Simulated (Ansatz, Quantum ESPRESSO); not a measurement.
# Ir (Fm-3m, 1 atom in the cell) computed with different codes at matched settings

Self-consistent single point.

```
Ir
1.0
    0.00000     1.97051     1.97051
    1.97051     0.00000     1.97051
    1.97051     1.97051     0.00000
Ir
1
Cartesian
  0.00000   0.00000   0.00000
```

Shared settings, as Ansatz (a first-principles code) writes them: kpoints.mp_grid.grid = 12 12 12; magnetization.spin_orbit = true; scf.occupations.method = fermi_dirac; scf.occupations.width = 0.05 eV. Potentials and cutoffs stand in the table.

| code | model | pressure (GPa) | cutoff |
|---|---|---|---|
| Ansatz | PBE with spin-orbit coupling, default PAW files | -15.88 | default |
| Quantum ESPRESSO | PBE, spin-orbit coupling, PseudoDojo fully relativistic norm-conserving (PBE) pseudopotentials | -15.91 | 70 Ry |

The spread over the programs that give each value: pressure within 0.03 GPa.

Ansatz's pressure is given at a fixed set of plane waves, as the other plane-wave codes print theirs; with its correction for the finite basis it is -15.80 GPa.

The starting cell comes from a database of computed structures (which also holds hypothetical and non-ambient phases and stackings), without a prior relaxation at this level. Its lattice was rescaled by a random factor within 2.5 % of one.

Left out of this page: ABINIT (failed or unconverged); Elk, FLEUR and SIESTA (not drawn, or without a comparable value).

Keys are those of Ansatz 0.2.
